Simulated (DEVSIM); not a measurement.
Device: illuminated GaSb p-on-n cell, one wavelength, at 250 K.

| layer (left to right) | material | thickness (μm) | Nd (cm⁻³) | Na (cm⁻³) | τn (s) | τp (s) | absorption coefficient (cm⁻¹) |
|---|---|---|---|---|---|---|---|
| 1 | GaSb | 0.130 | - | 6.5e17 | 8.6e-11 | 7.4e-12 | 8200 |
| 2 | GaSb | 0.860 | 7.8e16 | - | 3.9e-10 | 3.9e-10 | 8200 |

Left contact: ohmic, minority electron recombination velocity 30000 cm/s. Right contact: ohmic, minority hole recombination velocity 600 cm/s. Voltage is applied to the left contact. Recombination: SRH at mid-gap, radiative, Auger. Light enters at the left, 1.7e18 photons cm⁻² s⁻¹, one pass, no reflection. Mobility is μmin + (μ − μmin)/(1 + (N/Nref)^α).

The device is made up for the run: typed textbook-type constants, with dimensions and the other settings drawn at random. Values at 300 K; Nc and Nv go as T^1.5, mobilities as T to minus their exponent, the gap by Varshni's rule with the affinity fixed.

```csv
parameter,GaSb
gap (eV),0.726
affinity (eV),4.06
permittivity,15.7
Nc (cm⁻³),2.1e17
Nv (cm⁻³),1.8e19
μn (cm²/Vs),5000
μp (cm²/Vs),850
"μn,min",1000
"μp,min",190
"Nref,n",2.8e17
"Nref,p",9e17
αn,1.05
αp,0.65
T exponent of μn,2
T exponent of μp,1.7
B (cm³/s),1e-10
Cn (cm⁶/s),5e-30
Cp (cm⁶/s),5e-30
Varshni α (eV/K),0.00042
Varshni β (K),140
```

DEVSIM, 1D drift-diffusion, Boltzmann statistics, complete ionisation; no tunnelling, impact ionisation, image-force lowering or self-heating.

**Question.** Tabulate band edges, carrier densities and field at zero bias, in the dark.

**Answer.** Energies count from the Fermi level of the right contact; mesh points crowd at the junctions.

| x (μm) | Ec (eV) | Ev (eV) | n (cm⁻³) | p (cm⁻³) | field (V/cm) |
|---|---|---|---|---|---|
| 0.000 | 0.679 | -0.066 | 3300 | 6.5e17 | ≈ 0 |
| 0.01124 | 0.679 | -0.066 | 3300 | 6.5e17 | ≈ 0 |
| 0.02571 | 0.679 | -0.066 | 3300 | 6.5e17 | ≈ 0 |
| 0.04435 | 0.679 | -0.066 | 3300 | 6.5e17 | ≈ 0 |
| 0.07502 | 0.679 | -0.066 | 3300 | 6.5e17 | -13 |
| 0.09604 | 0.679 | -0.066 | 3300 | 6.4e17 | -620 |
| 0.1124 | 0.672 | -0.072 | 4400 | 4.8e17 | -12000 |
| 0.1282 | 0.604 | -0.140 | 110000 | 2.0e16 | -90000 |
| 0.1392 | 0.500 | -0.245 | 1.4e7 | 1.6e14 | -91000 |
| 0.1555 | 0.363 | -0.382 | 7.7e9 | 2.8e11 | -77000 |
| 0.1794 | 0.206 | -0.539 | 1.1e13 | 1.9e8 | -55000 |
| 0.2280 | 0.042 | -0.703 | 2.3e16 | 93000 | -14000 |
| 0.2860 | 0.016 | -0.728 | 7.5e16 | 28000 | -500 |
| 0.3712 | 0.015 | -0.729 | 7.8e16 | 27000 | ≈ 0 |
| 0.5444 | 0.015 | -0.729 | 7.8e16 | 27000 | ≈ 0 |
| 0.6934 | 0.015 | -0.729 | 7.8e16 | 27000 | ≈ 0 |
| 0.7963 | 0.015 | -0.729 | 7.8e16 | 27000 | ≈ 0 |
| 0.8663 | 0.015 | -0.729 | 7.8e16 | 27000 | ≈ 0 |
| 0.9251 | 0.015 | -0.729 | 7.8e16 | 27000 | ≈ 0 |
| 0.9539 | 0.015 | -0.729 | 7.8e16 | 27000 | ≈ 0 |
| 0.9736 | 0.015 | -0.729 | 7.8e16 | 27000 | ≈ 0 |
| 0.9900 | 0.015 | -0.729 | 7.8e16 | 27000 | ≈ 0 |
